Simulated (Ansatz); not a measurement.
Functionals compared on a constructed model of the (0001) surface of 4H silicon carbide, Si-terminated, (√3x√3)R30° Ag adatom at T4 (bottom of the slab: 3 H on 3 bottom sites), in Ansatz (plane waves, PAW). The structure was relaxed with PBE; the other rows are single points on it. Cutoff 420 eV (500 eV for r2SCAN).

Set-up: 28 atoms, 11.3 Å thick at the start with caps and adatoms (thin: gaps and levels are the slab's own); mesh 6x6x1; 0.025 eV smearing; dipole correction on; 6 atoms held, the rest relaxed; symmetry of the start imposed; no spin (no spin-polarised run to compare, though such a face may carry moments), no spin-orbit, no U. The slab shows no gap on its mesh. In PBE it is, or lies within 0.01 eV a 1x1 cell of, the lowest of the 2 structures of its composition computed so far; subsurface sites and larger cells were not tried. These notes are the PBE run's.

```json
[
 {"functional": "PBE", "work function of the top face (eV)": "4.09", "rough cost of the single point": "–"},
 {"functional": "r2SCAN", "work function of the top face (eV)": "___", "rough cost of the single point": "roughly 2.0 core-minutes"}
]
```

**Question.** Fill in the missing entries.

**Answer.** 
- r2SCAN, work function of the top face (eV): 4.07

Ansatz is an electronic-structure program.
